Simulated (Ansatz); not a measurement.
Band-edge transport in semiconductors and insulators: LiF (Fm-3m) under several functionals (Ansatz, a quantum-chemistry and plane-wave program, without spin-orbit coupling). The PBE cell:

```cif
data_FLi
_chemical_formula_sum 'Li1 F1'
_space_group_name_H-M_alt 'P 1'
_space_group_IT_number 1
_cell_length_a 2.87663
_cell_length_b 2.87663
_cell_length_c 2.87663
_cell_angle_alpha 60.000
_cell_angle_beta 60.000
_cell_angle_gamma 60.000
loop_
_space_group_symop_operation_xyz
  'x, y, z'
loop_
_atom_site_label
_atom_site_type_symbol
_atom_site_fract_x
_atom_site_fract_y
_atom_site_fract_z
_atom_site_occupancy
Li1 Li 0.00000 0.00000 0.00000 1
F1 F 0.50000 0.50000 0.50000 1
```

| Functional | cell relaxed with | volume (Å³/atom) | band gap | electron conductivity mass | hole conductivity mass | Seebeck coefficient, n-type 1e19 cm⁻³ |
|---|---|---|---|---|---|---|
| PBE | PBE | 8.42 | 8.83 eV | 0.88 mₑ | 3.7 mₑ | -281 μV/K |
| PBEsol | PBEsol | 8.05 | 9.05 eV | 0.90 mₑ | 3.5 mₑ | -283 μV/K |
| r2SCAN | PBEsol | 8.05 | ___ | ___ | ___ | ___ |

Question: Given the cheaper levels, estimate the r2SCAN row.

Answer: 
- r2SCAN, band gap: 10.20 eV
- r2SCAN, electron conductivity mass: 0.89 mₑ
- r2SCAN, hole conductivity mass: 3.6 mₑ
- r2SCAN, Seebeck coefficient, n-type 1e19 cm⁻³: -282 μV/K

For the band gap, PBE gives 8.83 eV and r2SCAN 10.20 eV: PBE lies 13 % below.

Masses are for dilute carriers at 300 K, harmonic means over directions unless an axis is named. Seebeck coefficients are for the stated density at 300 K, with one relaxation time for all states and whether or not that doping can be reached. Spin-orbit coupling is left out.
